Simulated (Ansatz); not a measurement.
Take Be in the hcp (Mg type) structure (space group P6_3/mmc, No. 194; a = 2.2637 Å, c = 3.5639 Å) as the base.

The other end (x = 1) is Li in the hcp (Mg type) structure (space group P6_3/mmc, No. 194; a model cell): 21.00 Å³/atom, gap zero; this end may not be an ambient phase.

Computed with Kohn–Sham DFT with the r2SCAN functional, run in Ansatz (an electronic-structure program) with PAW and 500 eV plane waves, no spin-orbit coupling.

Li replaces a fraction x of Be; each row is one arrangement (x, atoms in the cell, starting space group or random), fully relaxed.

One change was made to it. Results:

| quantity | base | after |
|---|---|---|
| deviation of the volume from the linear (Vegard-type) interpolation | – | -17.5 % |
| mixing energy (to 0.01 eV only: unlike meshes or grids) | – | +0.21 eV/atom |
| shortest interatomic distance | 2.210 Å | 2.210 Å |

Q: Which change produced these results?
(A) x(Li) = 0.375, 8 atoms, Amm2
(B) x(Li) = 0.667, 6 atoms, Cmcm
(C) x(Li) = 0.375, 8 atoms, P3m1

A: B, x(Li) = 0.667, 6 atoms, Cmcm. For comparison, the deviation of the volume from the linear in the other runs: x(Li) = 0.375, 8 atoms, P3m1 gives -20.9 %; x(Li) = 0.375, 8 atoms, Amm2 gives -20.4 %.

These are small ordered cells, not random alloys; other orderings at the same x differ. Stability against distortions was not tested. This is not the structure that Li has at room temperature and ambient pressure.
